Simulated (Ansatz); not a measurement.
Worked example: self-consistent single point of Pt (Pm-3n, 8 atoms in the cell) in Ansatz (a program for electronic structure).

Level of theory: PBE (plane waves, PAW; Ansatz).

```xyz
8
Lattice="4.9224 0.0000 0.0000 0.0000 4.9224 0.0000 0.0000 0.0000 4.9224" Properties=species:S:1:pos:R:3 pbc="T T T"
Pt     1.2306     0.0000     2.4612
Pt     3.6918     0.0000     2.4612
Pt     0.0000     2.4612     1.2306
Pt     0.0000     2.4612     3.6918
Pt     2.4612     1.2306     0.0000
Pt     2.4612     3.6918     0.0000
Pt     0.0000     0.0000     0.0000
Pt     2.4612     2.4612     2.4612
```

Reference input (self-consistent single point, DFT, PBE, plane waves, default PAW files): basis.ecutwfc = 420 eV; kpoints.mp_grid.grid = 5 5 5; hamiltonian.xc = pbe; hamiltonian.pseudopotentials = {kind: paw} (the program's default PAW files); scf.occupations.method = cold; scf.occupations.width = 0.136 eV. This run's input differs from it in these lines:

Ansatz 0.2 input:
```diff
@@ -18,3 +18,3 @@
 kpoints:
-  mp_grid: { grid: [5, 5, 5] }
+  mp_grid: { grid: [9, 9, 9] }
 hamiltonian:
```

Log, with long lists cut:

```
SCF iter   1: F=—  HF=-100181.339011 eV  |F-HF|=—  |Δ(HF+E_count)|=         —  Δρ=1.24e-2  dr2=8.24e-2  ethr=1.77e-3  ⟨swp⟩=5.0  Hψ=10201  notcnv=0  defer=97
all-band conjugate gradients solve this SCF's bands
preconditioner: auto → Kerker (q_TF=auto, 2.815 Å⁻¹)
SCF iter   2: F=—  HF=-100181.336966 eV  |F-HF|=—  |Δ(HF+E_count)|=   2.04e-3  S|Δr|=    0.00e0  Δρ=6.46e-3  dr2=2.18e-2  ethr=5.72e-5  ⟨swp⟩=1.6  Hψ=3618  notcnv=0  defer=97
SCF iter   3: F=—  HF=-100181.334717 eV  |F-HF|=—  |Δ(HF+E_count)|=   2.25e-3  S|Δr|=    0.00e0  Δρ=6.23e-4  dr2=3.48e-4  ethr=1.52e-5  ⟨swp⟩=2.0  Hψ=3740  notcnv=0  defer=97
SCF iter   4: F=—  HF=-100181.334673 eV  |F-HF|=—  |Δ(HF+E_count)|=   4.44e-5  S|Δr|=    0.00e0  Δρ=1.54e-4  dr2=2.55e-5  ethr=2.41e-7  ⟨swp⟩=2.4  Hψ=4943  notcnv=0  defer=97
SCF iter   5: F=—  HF=-100181.334658 eV  |F-HF|=—  |Δ(HF+E_count)|=   1.50e-5  S|Δr|=    0.00e0  Δρ=2.61e-5  dr2=5.12e-7  ethr=1.77e-8  ⟨swp⟩=2.2  Hψ=4223  notcnv=0  defer=97
SCF iter   6: F=-100181.334658 eV  HF=-100181.334658 eV  |F-HF|=2.97e-9  |Δ(HF+E_count)|=   1.01e-7  S|Δr|=    0.00e0  Δρ=6.10e-6  dr2=2.96e-8  ethr=6.94e-11  ⟨swp⟩=8.5  Hψ=11840  notcnv=0
SCF 1 converged in 6 iterations: F = -100181.334658 eV  dr2 = 2.96e-8
Stability not checked (fill_not_monotonic)
Free energy (F): -100181.334658 eV
Internal energy: -100181.343618 eV  (E = F + TS)
E sigma→0 (E₀):  -100181.337645 eV
Entropy (-TS):   0.008960 eV (1.120 meV/atom)
Fermi energy:    23.716753 eV
--- Forces (eV/Å), atoms counted from 1 ---
  atom   1  Pt    -0.00000000    -0.00000000     0.00000000
   [... zero for the other atoms too ...]
--- Stress (GPa, compression-positive) ---
       23.916958       0.000000       0.000000
        0.000000      23.916958       0.000000
        0.000000       0.000000      23.916958
  P = ⅓ Tr σ = 23.9170 GPa (239.170 kbar)
  The stress holds the Pulay correction. Without it, at fixed plane waves, as pw.x and ABINIT print it: P = 23.8339 GPa
```

The run converged in 6 iterations. Against the reference run the free energy goes down by 5.7 meV/atom and the pressure hardly changes (23.91 to 23.92 GPa).

The starting cell was generated: these elements placed on a structure prototype, without a prior relaxation; it need not be a known phase or ordering of this composition. Its lattice was rescaled by a random factor within 2.5 % of one. Spin polarisation is off. With a pressure of about 24 GPa the cell is away from its equilibrium volume at this level. Ansatz's pressure includes its estimate of the finite-basis (Pulay) stress.
